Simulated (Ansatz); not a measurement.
# ZnS, response to strain

Start from ZnS in the zinc blende structure (space group F-43m, No. 216).

```yaml
crystal:
  lattice:
    - [0.00000, 2.64841, 2.64841]
    - [2.64841, 0.00000, 2.64841]
    - [2.64841, 2.64841, 0.00000]
  atoms:
    - { symbol: Zn, position: [0.00000, 0.00000, 0.00000] }
    - { symbol: S, position: [0.75000, 0.75000, 0.75000] }
```

Cartesian axes are those of the cell as printed.

Strains are applied to the cell and any free atomic positions relax.

Computed with Kohn–Sham DFT with the LDA functional, run in Ansatz (an electronic-structure program) with PAW and 420 eV plane waves, without spin-orbit coupling.

```csv
uniaxial strain ε_zz (%),band gap (eV)
0,2.13
0.5,2.10
1,?
1.5,2.04
2,2.01
2.5,1.98
3,1.95
```

Problem. Fit E_g = E₀ + Dε (ε in %) to the rows shown and predict the withheld row.

Solution. Least squares on the printed values gives E₀ = 2.13 eV, D = -60.0 meV per % of strain (largest residual 0.00 eV); this predicts 2.07 eV, and the run gives 2.07 eV, in agreement.

No phonon test of stability was made.
